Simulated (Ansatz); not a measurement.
Ta on the Cu site (Ta_Cu) in fcc Cu (start: the Cu site; 32-site cell, 6×6×6 shifted sampling), host crystal and elements as references (Δμ(Cu) = 0.00 eV, Δμ(Ta) = 0.00 eV; Ta taken from its element, since no compound that bounds it was computed at this level; only phases computed here count, gases as isolated molecules at 0 K). The numbers are results of PBE, PAW (plane waves to 420 eV; Ansatz, an electronic-structure program), not measurements. In charge state 0 (not spin-polarised) the formation energy is 1.09 eV. The crystal has 8.36 × 10^22 Cu sites per cm³.

### Question
Estimate the equilibrium concentration at 1100 K in the dilute limit, leaving out vibrational entropy and degeneracy.

### Answer
kT = 0.0948 eV; c = N exp(−E_f / kT) = 8.36 × 10^22 × exp(−11.5) ≈ 8 × 10^17 cm^-3. An error of 0.2 eV in E_f moves this by a factor of 8.
